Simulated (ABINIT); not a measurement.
ABINIT 10.0.3, DFT, PBE, plane waves, JTH v2.0 PBE PAW: BiO (from the phase in space group 160, mp-27945), 2 atoms. Basis and mesh were picked for this test and aren't claimed converged.

```json
{
 "cell": "3.88, 3.88, 3.88 Å; 62, 62, 62°",
 "task": "scf",
 "ecut": "17.5 Ha",
 "pawecutdg": "35 Ha",
 "nband": "16",
 "k mesh (ngkpt)": "6×6×6",
 "shiftk": "0×0×0",
 "nstep": "100",
 "tolvrs": "1e-09",
 "occopt": "7",
 "tsmear": "0.002 Ha",
 "prtwf": "0",
 "prtden": "0",
 "paral_kgb": "1",
 "ranks over k-points and spins (np_spkpt)": "2",
 "ranks over bands (npband)": "1",
 "ranks over FFT planes (npfft)": "1",
 "bands a rank in one block (bandpp)": "16",
 "wfoptalg": "114",
 "nline": "4 (default)",
 "kptopt": "1 (default)",
 "k-points after symmetry": "32",
 "bands": "16",
 "symmetry_operations": "6"
}
```

Settings of this run: diemac = 12, npulayit = 7, iscf = 17, diemix = 0.2, iprcel = 0, dielng = 1.07748; 2 ranks.

| iteration | deltaE (Ha) | residm | nres2 |
|---|---|---|---|
| 1 | -8.834E+01 | 3.874E-04 | 2.475E+01 |
| 2 | 6.125E-02 | 7.199E-06 | 4.162E+00 |
| 3 | 1.424E-02 | 3.105E-06 | 9.205E-01 |
| 4 | 1.182E-03 | 8.022E-07 | 3.755E-01 |
| 5 | 1.522E-03 | 2.512E-07 | 1.061E-02 |
| 6 | -5.199E-05 | 1.070E-07 | 4.505E-04 |
| 7 | -4.955E-06 | 2.603E-08 | 1.367E-04 |
| 8 | -1.966E-06 | 1.024E-08 | 1.854E-05 |
| 9 | -1.550E-07 | 1.680E-09 | 3.780E-06 |
| 10 | -1.012E-07 | 4.623E-10 | 1.519E-06 |
| 11 | -5.661E-08 | 2.259E-10 | 6.266E-07 |
| 12 | -2.959E-08 | 4.875E-12 | 3.947E-07 |
| 13 | -1.903E-08 | 2.633E-12 | 2.469E-07 |
| 14 | -1.214E-08 | 1.255E-12 | 1.585E-07 |
| 15 | -7.786E-09 | 8.697E-14 | 1.018E-07 |
| 16 | -5.027E-09 | 2.044E-14 | 6.469E-08 |
| 17 | -3.195E-09 | 1.697E-14 | 4.147E-08 |
| 18 | -2.044E-09 | 1.639E-15 | 2.669E-08 |
| 19 | -1.303E-09 | 7.411E-16 | 1.720E-08 |
| 20 | -8.324E-10 | 1.794E-16 | 1.100E-08 |
| 21 | -5.340E-10 | 6.434E-15 | 7.002E-09 |
| 22 | -3.420E-10 | 1.299E-15 | 4.453E-09 |
| 23 | -2.197E-10 | 2.584E-17 | 2.855E-09 |
| 24 | -1.410E-10 | 7.705E-17 | 1.823E-09 |
| 25 | -9.160E-11 | 1.034E-15 | 1.167E-09 |
| 26 | -5.871E-11 | 1.511E-16 | 7.487E-10 |

It converged after 26 SCF iterations.

Problem. The cycle is slow. Which setting should be changed?

Solution. This is not unique; one that fits is diemix = 1 (11 SCF iterations) or diemix = 0.7 (default) (12 SCF iterations), all else kept. The first change moves the result by: energy under 0.001 meV/atom, forces (largest component) 0.0021 meV/Å, pressure under 0.001 GPa. Counts are of single runs.
